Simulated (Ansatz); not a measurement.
**Cu: pressure series**

Base system: Cu (space group P6_3/mmc, No. 194; a = 2.515 Å, c = 8.263 Å; a cell from a computed database, its experimental status unchecked).

Cell and atoms are relaxed at each pressure.

The values are results of Ansatz (a program for electronic structure), PBEsol, PAW, cutoff 420 eV, scalar-relativistic without spin-orbit coupling, not measurements.

```
pressure (GPa)  volume per atom (Å³/atom)
--------------  -------------------------
-1                                 11.384
0                                  11.315
0.3                                     ?
0.7                                11.268
1.5                                11.216
3                                  11.123
5                                  11.004
7.5                                10.866
10                                 10.738
```

Problem. Fit the third-order Birch–Murnaghan form P(V) = (3B₀/2)[(V₀/V)^(7/3) − (V₀/V)^(5/3)]·[1 + (3/4)(B₀′ − 4)((V₀/V)^(2/3) − 1)] (squares taken in P) to the rows shown and predict the withheld row.

Solution. Least squares on the printed values gives V₀ = 11.315 Å³/atom, B₀ = 167 GPa, B₀′ = 5.1; this predicts 11.295 Å³/atom, and the run gives 11.295 Å³/atom, in agreement.

Load acts through the strain it causes; cell and atoms are relaxed under it. No phonon test of stability was made. No other phases were tried under pressure. The final runs are not spin-polarised. This is not the structure that Cu has at room temperature and ambient pressure.
